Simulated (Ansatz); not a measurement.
BeSe (model structure, started from the BeO type, P4₂/mnm, No. 136, 8 atoms in the cell), treated with PBEsol+SOC (Ansatz, an electronic-structure program, plane waves, PAW).

Run with plane-wave cutoff 520 eV, 6×6×10 k mesh (along the axes of the cell as run), Fermi–Dirac smearing 0.01 eV, PAW data made under PBE.

Cell (relaxed with PBEsol):

BeSe is modelled in the tetragonal space group P4₂/mnm (No. 136), Pearson symbol tP8. Cell: a = 6.2285 Å, b = 6.2285 Å, c = 3.6456 Å, α = 90.00°, β = 90.00°, γ = 90.00°. Be on 4g has 4 Se at 2.201–2.245 Å (tetrahedral). Se on 4f is coordinated by 4 Be at 2.201–2.245 Å. (Neighbours: up to the widest gap in distance over summed covalent radii, below 1.35, at either atom; cation-cation and far metal-metal contacts left out.)

Task: Predict the band gap and smallest direct gap on the k points sampled.

Result: 
- band gap = 2.61 eV (indirect)
- smallest direct gap on the k points sampled = 3.15 eV

Note: the relaxation could raise the start's symmetry but not lower it, so the cell can be a saddle point.

The computed numbers hold no vibrational or temperature effects.

A model structure was made by putting elements into a prototype or built by hand; it is no filed structure, need not be a known phase, and can be a saddle point held by its symmetry.
